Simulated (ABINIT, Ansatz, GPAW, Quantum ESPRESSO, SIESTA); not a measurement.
# PtAl₂ (Fm-3m, 3 atoms in the cell) computed with different codes at matched settings

Self-consistent single point.

```
CELL_PARAMETERS angstrom
      0.00000     2.90004     2.90004
      2.90004     0.00000     2.90004
      2.90004     2.90004     0.00000
ATOMIC_POSITIONS crystal
  Al 0.25000 0.25000 0.25000
  Al 0.75000 0.75000 0.75000
  Pt 0.00000 0.00000 0.00000
```

All programs got the same cell, k-point mesh and kind of occupations (in Ansatz's words: kpoints.mp_grid.grid = 13 13 13; scf.occupations.method = fermi_dirac; scf.occupations.width = 0.0073 Ry); potentials, basis and cutoffs are each program's usual ones.

```tsv
code	model	pressure (GPa)	k-points	cutoff
Quantum ESPRESSO	PBE, PSlibrary PAW (PBE) pseudopotentials	11.39	84	45 Ry
GPAW	PBE, GPAW PAW datasets PBE (gpaw-data 1.0.1)	11.92	84	550 eV
Ansatz	PBE, default PAW files	11.34	84	default
ABINIT	PBE, norm-conserving pseudopotentials (PseudoDojo nc-sr-05 PBE standard)	11.19	84	42 Ha
SIESTA	GGA PBE, numerical atomic orbitals TZP, PseudoDojo PBE standard norm-conserving potentials (rewritten from UPF to PSML)	11.27	1099	grid 400 Ry
```

The spread over the programs that give each value: pressure within 0.73 GPa.

The starting cell has typed, rounded lattice constants, without a prior relaxation at this level. Its lattice was rescaled by a random factor within 2.5 % of one. On Ansatz's run: Spin-orbit coupling is off. Spin polarisation is off. In the base run, with a pressure of about 11 GPa the cell is away from its equilibrium volume at this level.

### Question
Why do the programs differ, and what cannot be compared?

### Answer
Differences of this kind can come from the potentials, where these differ, and from what each basis and cutoff leave unconverged. The valence holds different numbers of electrons (Quantum ESPRESSO 16, GPAW 22, Ansatz (a quantum-chemistry and plane-wave program) 24, ABINIT 24, SIESTA 24). The zero of total energies and Fermi levels follows the potentials and each program's conventions, so they are not compared here. SIESTA uses small atom-centred bases, whose incompleteness enters pressures, forces and empty levels differently from a plane-wave cutoff. Ansatz's pressure is given at a fixed set of plane waves, as the other plane-wave codes print theirs; with its correction for the finite basis it is 11.41 GPa. Ansatz's smearing width was typed in Ry to four decimals, so it matches the others to a few per cent. The programs reduce the same mesh by symmetry to different extents, which changes the work and not the result.

Left out of this page: Elk and FLEUR (not drawn, or without a comparable value).

Keys are those of Ansatz 0.2.
